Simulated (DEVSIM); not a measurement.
Structure: illuminated Si p-on-n cell, one wavelength, at 300 K.

Layer 1 from the left is Si, thickness (μm) 0.0800, Na (cm⁻³) 6.7e17, τn (s) 1.1e-6, τp (s) 1.5e-6, absorption coefficient (cm⁻¹) 300. Layer 2 from the left is Si, thickness (μm) 60.0, Nd (cm⁻³) 7.5e15, τn (s) 1.6e-5, τp (s) 1.6e-5, absorption coefficient (cm⁻¹) 300.

Left contact: ohmic, minority electron recombination velocity 300 cm/s. Right contact: ohmic, minority hole recombination velocity 20000 cm/s. Voltage is applied to the left contact. Recombination: SRH at mid-gap, radiative, Auger. Light enters at the left, 1.8e18 photons cm⁻² s⁻¹, one pass, no reflection. Mobility is μmin + (μ − μmin)/(1 + (N/Nref)^α).

This is a model device: material constants are rounded textbook-type values typed into the input, and sizes, dopings and lifetimes were drawn at random. Values at 300 K.

Si: gap (eV) 1.124, affinity (eV) 4.05, permittivity 11.7, Nc (cm⁻³) 2.86e19, Nv (cm⁻³) 3.1e19, μn (cm²/Vs) 1417, μp (cm²/Vs) 470, μn,min 52, μp,min 45, Nref,n 9.7e16, Nref,p 2.2e17, αn 0.68, αp 0.72, B (cm³/s) 4.7e-15, Cn (cm⁶/s) 2.8e-31, Cp (cm⁶/s) 9.9e-32.

Model (solved in DEVSIM): 1D drift-diffusion, Boltzmann statistics, complete ionisation; no tunnelling, impact ionisation, image-force lowering or self-heating.

Q: What does the simulation give for the largest field in the device at zero bias, the short-circuit current, the dark forward voltage at 100 A/cm²?

A: largest field in the device at zero bias 56000 V/cm; short-circuit current 161 mA/cm²; dark forward voltage at 100 A/cm² 0.862 V.
